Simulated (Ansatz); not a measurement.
S on the 1x1 (111) surface of fcc Ni, ferromagnetic, one in a 2x2 cell, started at the site 'bridge Ni-Ni (span 2.5 Å)'

These are PBE (plane waves to 420 eV, PAW; Ansatz, a quantum-chemistry and plane-wave program) values and carry that method's errors.

Set-up: 17 atoms, 6.0 Å thick at the start under the adsorbate (thin: gaps and levels are the slab's own); mesh 7x7x1; 0.1 eV smearing; dipole correction on; 8 atoms held, the rest relaxed; start symmetry kept, larger cells not searched; spin-polarised, no spin-orbit, no U, no dispersion correction. At the end it is bonded to 3 Ni. In PBE it is, or lies within 0.03 eV of, the lowest of the starts that converged.

```json
{
 "adsorption energy against ⅛ S8(g)": "-2.10 eV",
 "work_function_of_the_top_face": "5.31 eV",
 "change_of_the_work_function": "0.23 eV",
 "change_of_the_step_from_the_bottom_to_the_top_vacuum_level_against_the_clean_slab": "0.24 eV",
 "energy_released_by_relaxation": "1.00 eV",
 "height of the binding atom over the mean of the host atoms within 0.3 Å of the top one": "1.559 Å",
 "magnetic_moment_of_the_cell": "10.03 μB",
 "nearest_host_atoms_of_the_binding_atom": "Ni at 2.14 Å, Ni at 2.14 Å, Ni at 2.14 Å",
 "largest_move_of_a_host_atom": "0.05 Å",
 "note": "in the relaxation the adsorbate left its starting site by 0.7 Å",
 "cost": "about 40 core-minutes (a rough figure)"
}
```

A negative adsorption energy means that the adsorbate is more stable on the surface than in its reference.
